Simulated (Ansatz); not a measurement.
Abridged Ansatz (a quantum-chemistry and plane-wave program) output:

```
Pseudopotential: Ru, paw, valence charge 16
Pseudopotential: W, paw, valence charge 14
Crystal: 8 atoms, lattice volume = 117.409 Å³
Basis set: ecut = 420 eV, 2307 PW (Γ), exchange–correlation on 40×120×64 points (8 copies of the dense FFT grid, shifted against one another)
Bands: 74, of which v1, the nominal top of the filled ones, is band 61 counted from 1 (60 counted from 0)
Symmetry: 4 space group operations
k-points: 216 of 1020 (time reversal used)
Functional: x = pbe(κ = 0.804, μ = 0.2195149727645171), c = pbe(β = 0.06672455060314922)
SCF iter   1: F=—  HF=-60555.233964 eV  |F-HF|=—  |Δ(HF+E_count)|=         —  Δρ=1.11e-1  dr2=1.84e1  ethr=3.10e-3  ⟨swp⟩=5.0  Hψ=58095  notcnv=0  defer=5
SCF iter   2: F=—  HF=-60552.218580 eV  |F-HF|=—  |Δ(HF+E_count)|=    3.02e0  Δρ=5.26e-2  dr2=4.53e0  ethr=3.10e-3  ⟨swp⟩=2.0  Hψ=26651  notcnv=0  defer=701
SCF 1 converged in 10 iterations: F = -60551.320879 eV  dr2 = 5.24e-11
SCF converged after 10 iterations
Free energy (F): -60551.320879 eV
Internal energy: -60551.256064 eV  (E = F + TS)
E sigma→0 (E₀):  -60551.288472 eV
Entropy (-TS):   -0.064815 eV (-8.102 meV/atom)
Fermi energy:    22.187998 eV
--- Forces (eV/Å), atoms counted from 1 ---
  atom   1  Ru     0.00000000    -0.00000000    -0.00002698
  atom   2  Ru    -0.00000000    -0.00000000    -0.00000909
  atom   3  Ru     0.00000000    -0.00000000    -0.00008411
  atom   4  W      0.00000000    -0.00000000     0.00000198
  atom   5  W      0.00000000    -0.00011509     0.00006811
  atom   6  W      0.00000000     0.00011509     0.00006811
  atom   7  Ru    -0.00000000    -0.00003232    -0.00000866
  atom   8  Ru     0.00000000     0.00003232    -0.00000866
--- Stress (GPa, compression-positive) ---
        0.002064      -0.000000      -0.000000
       -0.000000       0.001759       0.000000
       -0.000000       0.000000      -0.004317
  P = ⅓ Tr σ = -0.0002 GPa (-0.002 kbar)
```

**Question.** What was computed, and what are the main results?

**Answer.** Ru5W3, 8 atoms in the cell, with PBE (Ansatz; PAW; 420 eV plane waves; spin-orbit coupling left out), earlier PAW set. The last SCF converged to F = -60551.320879 eV, or -7568.9151 eV per atom, at a pressure of 0.00 GPa. The total energy compares only with runs of the same code, potentials and settings.

These are small ordered cells, not random alloys; other orderings at the same x differ. Stability against distortions was not tested. The final runs are not spin-polarised. The cell was made from Ru by this change: x(W) = 0.375, 8 atoms, Pmm2.
